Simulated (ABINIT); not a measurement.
ABINIT run on YPt2 (Fd-3m, 6 atoms in the cell): self-consistent single point.

Method of the run: PBEsol, norm-conserving pseudopotentials (PseudoDojo nc-sr-04 PBEsol standard) (plane waves; ABINIT).

The change in words: lattice scaled by 0.98. Reference geometry:
```
CELL_PARAMETERS angstrom
      0.00000     3.82539     3.82539
      3.82539     0.00000     3.82539
      3.82539     3.82539     0.00000
ATOMIC_POSITIONS crystal
  Y  0.50000 0.50000 0.50000
  Y  0.75000 0.75000 0.75000
  Pt 0.62500 0.12500 0.12500
  Pt 0.12500 0.12500 0.62500
  Pt 0.12500 0.62500 0.12500
  Pt 0.12500 0.12500 0.12500
```

Reference input (self-consistent single point, DFT, PBEsol, plane waves, norm-conserving pseudopotentials (PseudoDojo nc-sr-04 PBEsol standard)): pseudos = [Y.upf, Pt.upf]; ecut = 1143 eV; occopt = 7; tsmear = 0.1 eV; ngkpt = 6 6 6; nshiftk = 1; shiftk = 0 0 0; potentials = PseudoDojo nc-sr-04 PBEsol standard; nband = 59; kptopt = 1; nstep = 80; toldfe = 1e-09 Ha. This run's input differs from it in these lines:

```diff
@@ -5,5 +5,5 @@
 rprim
-        -0.0000000000    7.2289488685    7.2289488685
-         7.2289488685   -0.0000000000    7.2289488685
-         7.2289488685    7.2289488685   -0.0000000000
+        -0.0000000000    7.0843697022    7.0843697022
+         7.0843697022   -0.0000000000    7.0843697022
+         7.0843697022    7.0843697022   -0.0000000000
 natom 6
@@ -13,8 +13,8 @@
 xcart
-         7.2289488685    7.2289488685    7.2289488685
-        10.8434233028   10.8434233028   10.8434233028
-         1.8072372171    5.4217116514    5.4217116514
-         5.4217116514    5.4217116514    1.8072372171
-         5.4217116514    1.8072372171    5.4217116514
-         1.8072372171    1.8072372171    1.8072372171
+         7.0843697022    7.0843697022    7.0843697022
+        10.6265545533   10.6265545533   10.6265545533
+         1.7710924255    5.3132772766    5.3132772766
+         5.3132772766    5.3132772766    1.7710924255
+         5.3132772766    1.7710924255    5.3132772766
+         1.7710924255    1.7710924255    1.7710924255
 ecut 1143 eV
```

Output, abridged:

```
--- !BeginCycle
solver: {iscf: 7, nstep: 80, nline: 4, wfoptalg: 0, }
tolerances: {toldfe: 1.00E-09, }
...

     iter   Etot(hartree)      deltaE(h)  residm     vres2
 ETOT  1  -602.66543058051    -6.027E+02 1.466E-01 8.834E+03
 ETOT  2  -602.17568828270     4.897E-01 4.929E-02 2.129E+04
 ETOT  3  -603.93047426179    -1.755E+00 2.159E-02 1.405E+03
 ETOT  4  -603.97057795950    -4.010E-02 4.762E-02 8.377E+02
 ETOT  5  -604.02960911892    -5.903E-02 1.221E-02 1.453E+01
   [... 2 lines left out ...]
 ETOT  8  -604.03064465331    -2.095E-05 5.980E-03 2.671E-03
 ETOT  9  -604.03064484908    -1.958E-07 9.666E-04 2.492E-06
 ETOT 10  -604.03064484922    -1.388E-10 1.464E-03 8.625E-07
 ETOT 11  -604.03064484938    -1.656E-10 4.927E-04 2.994E-10
 At SCF step   11, etot is converged :
  for the second time, diff in etot=  1.656E-10 < toldfe=  1.000E-09

 Cartesian components of stress tensor (hartree/bohr^3)
  sigma(1 1)= -2.59420611E-04  sigma(3 2)=  0.00000000E+00
  sigma(2 2)= -2.59420611E-04  sigma(3 1)=  0.00000000E+00
  sigma(3 3)= -2.59420611E-04  sigma(2 1)=  0.00000000E+00

 ----iterations are completed or convergence reached----

 reduced coordinates (array xred) for    6 atoms
       0.500000000000      0.500000000000      0.500000000000
       0.750000000000      0.750000000000      0.750000000000
       0.625000000000      0.125000000000      0.125000000000
       0.125000000000      0.125000000000      0.625000000000
       0.125000000000      0.625000000000      0.125000000000
       0.125000000000      0.125000000000      0.125000000000
   [... lines left out ...]
 Fermi (or HOMO) energy (hartree) =   0.52970   Average Vxc (hartree)=  -0.48817
   [... lines left out ...]
total_energy        : -6.04030644849382E+02
total_energy_eV     : -1.64365097401999E+04
band_energy         : -4.85058097004857E+01
...

-Cartesian components of stress tensor (GPa)         [Pressure=  7.6324E+00 GPa]
- sigma(1 1)= -7.63241660E+00  sigma(3 2)=  0.00000000E+00
- sigma(2 2)= -7.63241660E+00  sigma(3 1)=  0.00000000E+00
- sigma(3 3)= -7.63241660E+00  sigma(2 1)=  0.00000000E+00

 Calculation completed.
```

The run converged in 11 iterations. Against the reference run the free energy goes up by 10.3 meV/atom and the pressure goes from -4.00 to 7.63 GPa.

The starting cell comes from a database of computed structures (which also holds hypothetical and non-ambient phases and stackings), without a prior relaxation at this level. For this run, on top of that: lattice scaled by 0.98. Spin polarisation is off. With a pressure of about 8 GPa the cell is away from its equilibrium volume at this level.

Cost on one core of a shared machine: roughly 7 min.
